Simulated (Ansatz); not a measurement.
Thickness series in CdS

The parent structure is CdS in the wurtzite structure (space group P6_3mc, No. 186).

```yaml
crystal:
  lattice:
    - [4.16433, 0.00000, 0.00000]
    - [-2.08216, 3.60641, 0.00000]
    - [0.00000, 0.00000, 6.76883]
  atoms:
    - { symbol: Cd, position: [0.66667, 0.33333, 0.00098] }
    - { symbol: Cd, position: [0.33333, 0.66667, 0.50098] }
    - { symbol: S, position: [0.66667, 0.33333, 0.62422] }
    - { symbol: S, position: [0.33333, 0.66667, 0.12422] }
```

Cartesian axes are those of the cell as printed.

Free-standing slabs (4 atom(s) a layer) normal to the y axis with 15 Å of vacuum; in-plane cell held at bulk.

Level of theory: DFT with r2SCAN, PAW potentials and a 500 eV plane-wave cutoff in Ansatz (an electronic-structure program), no spin-orbit coupling, earlier PAW set.

Notes on the quantities. excess energy per area of both faces: slab less bulk energy over the cell's area: twice a surface energy; layer's space group: with vacuum.

| change | excess energy per area of both faces | band gap | change of the spacing d23 from its bulk value of 2.404 Å | layer's space group | thickness between the outermost nuclei |
|---|---|---|---|---|---|
| base | – | 1.63 eV | – | – | – |
| 1 layer | – | 2.39 eV | – | Pmn2_1 (No. 31) | 1.68 Å |
| 2 layers | 0.81 J/m² | 2.02 eV | +4.9 % | Pmc2_1 (No. 26) | 5.28 Å |
| 3 layers | 0.84 J/m² | 1.87 eV | +2.7 % | Pmn2_1 (No. 31) | 8.82 Å |
| 4 layers | … | … | … | Pmc2_1 (No. 26) | 12.40 Å |

Question: Some entries are withheld; estimate them.

Answer: 
- 4 layers, excess energy per area of both faces: 0.85 J/m²
- 4 layers, band gap: 1.78 eV
- 4 layers, change of the spacing d23 from its bulk value of 2.404 Å: +2.4 %

The excess energy carries the mismatch between the slab's and the bulk's meshes. Gaps are Kohn–Sham eigenvalue differences; semilocal functionals usually give less than the measured gap. Whether these cells are dynamically stable was not tested.
